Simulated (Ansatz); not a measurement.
Defect: interstitial Cu in orthorhombic CsPbCl3, charge state +1. The step: a concerted move, in which Cu travels most; the atom moves 2.68 Å along (0.00, -0.24, 0.00) of the unit cell; the moving atom starts with neighbours Cl at 2.20, Cl at 2.22, Cl at 2.31 Å and ends with Cl at 2.20, Cl at 2.22, Cl at 2.31 Å. DFT values are from Ansatz (plane-wave PAW, 420 eV unless said) in a cell of 80 host sites, spin-restricted, static, with no finite-size correction. The charge state is imposed; whether it is stable for some Fermi level was not computed. Sites that were not tried may lie lower. For the PBE band: the saddle point's order was not checked.

| Level | Forward barrier (eV) | Cost of the band or of the saddle's single point |
|---|---|---|
| PBE, the Γ point alone, band relaxed | 0.10 | around 100 core-minutes (rough) |
| PBE, a 2×2×2 k-point mesh shifted by half a step, same geometries | 0.09 | roughly 13 core-minutes |
| r2SCAN at 500 eV, the Γ point alone, same geometries | [?] | roughly 4 core-minutes |

Task: What belongs in the gaps?

Result: 
- r2SCAN at 500 eV, the Γ point alone, same geometries, Forward barrier (eV): 0.12

Ansatz is a first-principles code.
